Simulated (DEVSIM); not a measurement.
Structure: Schottky contact on n-type Ge, at 400 K.

| layer (left to right) | material | thickness (μm) | Nd (cm⁻³) | τn (s) | τp (s) |
|---|---|---|---|---|---|
| 1 | Ge | 1.20 | 8.8e16 | 2.1e-7 | 2.1e-7 |

Left contact: Schottky, work function 4.33 eV, emission velocity 2.6e6 cm/s. Right contact: ohmic. Voltage is applied to the left contact. Recombination: SRH at mid-gap. Mobility is constant in doping.

The device is made up for the run: typed textbook-type constants, with dimensions and the other settings drawn at random. Values at 300 K; Nc and Nv go as T^1.5, mobilities as T to minus their exponent, the gap by Varshni's rule with the affinity fixed.

| parameter | Ge |
|---|---|
| gap (eV) | 0.664 |
| affinity (eV) | 4 |
| permittivity | 16 |
| Nc (cm⁻³) | 1.04e19 |
| Nv (cm⁻³) | 6e18 |
| μn (cm²/Vs) | 3900 |
| μp (cm²/Vs) | 1900 |
| T exponent of μn | 1.66 |
| T exponent of μp | 2.33 |
| Varshni α (eV/K) | 0.000477 |
| Varshni β (K) | 235 |

DEVSIM, 1D drift-diffusion, Boltzmann statistics, complete ionisation; no tunnelling, impact ionisation, image-force lowering or self-heating. Metal contacts follow the ideal Schottky-Mott rule: no Fermi-level pinning, no interface dipoles.

The temperature was swept, all else fixed.

```csv
temperature (K),potential step across the device at zero bias (V),largest field in the device at zero bias (V/cm)
250,0.233,64000
300,0.207,59000
350,0.179,54000
400,0.151,48000
450,0.122,41000
500,0.093,37000
```

From the first row to the last the potential step across the device at zero bias goes from 0.233 to 0.093. From the first row to the last the largest field in the device at zero bias goes from 64000 to 37000.
